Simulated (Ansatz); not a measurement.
```
CELL_PARAMETERS angstrom
      4.06908     0.00000     0.00000
     -2.03454     3.52392     0.00000
      0.00000     0.00000    29.62000
ATOMIC_POSITIONS crystal
  Sb 0.33333 0.66667 0.28045
  Sb 0.66667 0.33333 0.33619
  Sb 0.66667 0.33333 0.47211
  Sb 0.33333 0.66667 0.52789
  Sb 0.33333 0.66667 0.66381
  Sb 0.66667 0.33333 0.71955
```

Methods: PBE+D3(BJ) (plane waves to 420 eV, PAW; Ansatz, an electronic-structure program); PBE+D3(BJ) with spin-orbit coupling (plane waves to 420 eV, PAW; Ansatz). Geometries and values that name no level are of the first. Values not marked SOC have no spin–orbit coupling. Its k-point mesh 9×9×1, Fermi–Dirac width 0.01 eV. A dipole correction is on.

**Question.** Name the layers and their stacking, and give its gap.

**Answer.** 3 layers of antimonene, started at antiparallel, no shift (facing Sb atop Sb, which symmetry holds and which is mostly a maximum against sliding; antimonene a predicted or substrate-bound sheet, here free).
* **step of the vacuum level across the stack (top less bottom)**: 0.00 eV
* **PBE gap over the mesh and listed points off it**: 0.70 eV, indirect (lowest direct gap 1.19 eV)
* **valence and conduction edges under the vacuum level of the lower face**: 4.63 and 3.92 eV
* **PBE+SOC gap at the same geometry**: 0.49 eV
